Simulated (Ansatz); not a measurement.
CrCl3, pressure series

Take CrCl3 (space group C2/m, No. 12; a = 5.963 Å, b = 10.322 Å, c = 6.080 Å, α = 90.00°, β = 108.51°, γ = 90.00°; ferromagnetic; a cell from a computed database, its experimental status unchecked; layered, stacked along the Cartesian z axis) as the base.

Cell and atoms are relaxed at each pressure.

Level of theory: r2SCAN+rVV10/PAW in Ansatz (an electronic-structure program), no SOC.

```tsv
pressure (GPa)	volume per atom (Å³/atom)
0	22.178
0.3	21.892
0.7	21.546
1.5	20.989
3	?
5	19.390
```

### Question
Fit the third-order Birch–Murnaghan form P(V) = (3B₀/2)[(V₀/V)^(7/3) − (V₀/V)^(5/3)]·[1 + (3/4)(B₀′ − 4)((V₀/V)^(2/3) − 1)] (squares taken in P) to the rows shown and predict the withheld row.

### Answer
Least squares on the printed values gives V₀ = 22.178 Å³/atom, B₀ = 21.6 GPa, B₀′ = 8.5; this predicts 20.182 Å³/atom, and the run gives 20.191 Å³/atom, 0.009 higher.

Load acts through the strain it causes; cell and atoms are relaxed under it. Whether these cells are dynamically stable was not tested. Competing high-pressure phases were not computed. No Hubbard U is applied and the magnetic state is the run's own (CrCl3 ferromagnetic); small cells can't hold the antiferromagnetic order that many such compounds have, so gaps and moments can be off. The base started in P-1 and relaxed to C2/m at this level.
